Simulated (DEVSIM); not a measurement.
Device: TaN/AlN/p-Si capacitor, at 250 K.

```csv
layer (left to right),material,thickness (nm),Na (cm⁻³)
1,AlN,29.0,-
2,Si,12000,2.3e15
```

Metal gate on the left, work function 4.4 eV. Fixed charge at the semiconductor interface -1.2e11 cm⁻² (in units of +e); no interface traps.

This is a model device: material constants are rounded textbook-type values typed into the input, and sizes, dopings and lifetimes were drawn at random. Values at 300 K; Nc and Nv go as T^1.5, mobilities as T to minus their exponent, the gap by Varshni's rule with the affinity fixed.

```tsv
parameter	AlN	Si
gap (eV)	6.1	1.124
affinity (eV)	1.9	4.05
permittivity	8.5	11.7
Nc (cm⁻³)	-	2.86e19
Nv (cm⁻³)	-	3.1e19
Varshni α (eV/K)	-	0.000473
Varshni β (K)	-	636
```

Model (solved in DEVSIM): 1D Poisson equation in equilibrium, Boltzmann statistics, complete ionisation; no quantum confinement or tunnelling. Metal contacts follow the ideal Schottky-Mott rule: no Fermi-level pinning, no interface dipoles.

Task: Tabulate band edges, carrier densities and field at 0.0 V on the gate.

Result: Energies count from the Fermi level of the right contact; mesh points crowd at the junctions.

```json
[
 {"x (μm)": "0.000", "Ec (eV)": "2.500", "Ev (eV)": "-3.600", "n (cm⁻³)": "< 1e2", "p (cm⁻³)": "< 1e2", "field (V/cm)": "49000"},
 {"x (μm)": "0.001855", "Ec (eV)": "2.509", "Ev (eV)": "-3.591", "n (cm⁻³)": "< 1e2", "p (cm⁻³)": "< 1e2", "field (V/cm)": "49000"},
 {"x (μm)": "0.006433", "Ec (eV)": "2.532", "Ev (eV)": "-3.568", "n (cm⁻³)": "< 1e2", "p (cm⁻³)": "< 1e2", "field (V/cm)": "49000"},
 {"x (μm)": "0.01677", "Ec (eV)": "2.583", "Ev (eV)": "-3.517", "n (cm⁻³)": "< 1e2", "p (cm⁻³)": "< 1e2", "field (V/cm)": "49000"},
 {"x (μm)": "0.02626", "Ec (eV)": "2.630", "Ev (eV)": "-3.470", "n (cm⁻³)": "< 1e2", "p (cm⁻³)": "< 1e2", "field (V/cm)": "49000"},
 {"x (μm)": "0.02864", "Ec (eV)": "2.642", "Ev (eV)": "-3.458", "n (cm⁻³)": "< 1e2", "p (cm⁻³)": "< 1e2", "field (V/cm)": "49000"},
 {"x (μm)": "0.03012", "Ec (eV)": "0.495", "Ev (eV)": "-0.641", "n (cm⁻³)": "2.3e9", "p (cm⁻³)": "2800000", "field (V/cm)": "17000"},
 {"x (μm)": "0.03641", "Ec (eV)": "0.506", "Ev (eV)": "-0.630", "n (cm⁻³)": "1.4e9", "p (cm⁻³)": "4700000", "field (V/cm)": "17000"},
 {"x (μm)": "0.05074", "Ec (eV)": "0.530", "Ev (eV)": "-0.606", "n (cm⁻³)": "4.5e8", "p (cm⁻³)": "1.4e7", "field (V/cm)": "17000"},
 {"x (μm)": "0.09116", "Ec (eV)": "0.594", "Ev (eV)": "-0.542", "n (cm⁻³)": "2.3e7", "p (cm⁻³)": "2.8e8", "field (V/cm)": "15000"},
 {"x (μm)": "0.1971", "Ec (eV)": "0.734", "Ev (eV)": "-0.402", "n (cm⁻³)": "34000", "p (cm⁻³)": "1.9e11", "field (V/cm)": "11000"},
 {"x (μm)": "0.6625", "Ec (eV)": "0.935", "Ev (eV)": "-0.201", "n (cm⁻³)": "< 1e2", "p (cm⁻³)": "2.1e15", "field (V/cm)": "270"},
 {"x (μm)": "1.724", "Ec (eV)": "0.937", "Ev (eV)": "-0.199", "n (cm⁻³)": "< 1e2", "p (cm⁻³)": "2.3e15", "field (V/cm)": "≈ 0"},
 {"x (μm)": "4.560", "Ec (eV)": "0.937", "Ev (eV)": "-0.199", "n (cm⁻³)": "< 1e2", "p (cm⁻³)": "2.3e15", "field (V/cm)": "≈ 0"},
 {"x (μm)": "9.859", "Ec (eV)": "0.937", "Ev (eV)": "-0.199", "n (cm⁻³)": "< 1e2", "p (cm⁻³)": "2.3e15", "field (V/cm)": "≈ 0"},
 {"x (μm)": "11.22", "Ec (eV)": "0.937", "Ev (eV)": "-0.199", "n (cm⁻³)": "< 1e2", "p (cm⁻³)": "2.3e15", "field (V/cm)": "≈ 0"},
 {"x (μm)": "11.73", "Ec (eV)": "0.937", "Ev (eV)": "-0.199", "n (cm⁻³)": "< 1e2", "p (cm⁻³)": "2.3e15", "field (V/cm)": "≈ 0"},
 {"x (μm)": "11.92", "Ec (eV)": "0.937", "Ev (eV)": "-0.199", "n (cm⁻³)": "< 1e2", "p (cm⁻³)": "2.3e15", "field (V/cm)": "≈ 0"},
 {"x (μm)": "12.00", "Ec (eV)": "0.937", "Ev (eV)": "-0.199", "n (cm⁻³)": "< 1e2", "p (cm⁻³)": "2.3e15", "field (V/cm)": "≈ 0"},
 {"x (μm)": "12.02", "Ec (eV)": "0.937", "Ev (eV)": "-0.199", "n (cm⁻³)": "< 1e2", "p (cm⁻³)": "2.3e15", "field (V/cm)": "≈ 0"},
 {"x (μm)": "12.03", "Ec (eV)": "0.937", "Ev (eV)": "-0.199", "n (cm⁻³)": "< 1e2", "p (cm⁻³)": "2.3e15", "field (V/cm)": "≈ 0"},
 {"x (μm)": "12.03", "Ec (eV)": "0.937", "Ev (eV)": "-0.199", "n (cm⁻³)": "< 1e2", "p (cm⁻³)": "2.3e15", "field (V/cm)": "≈ 0"}
]
```
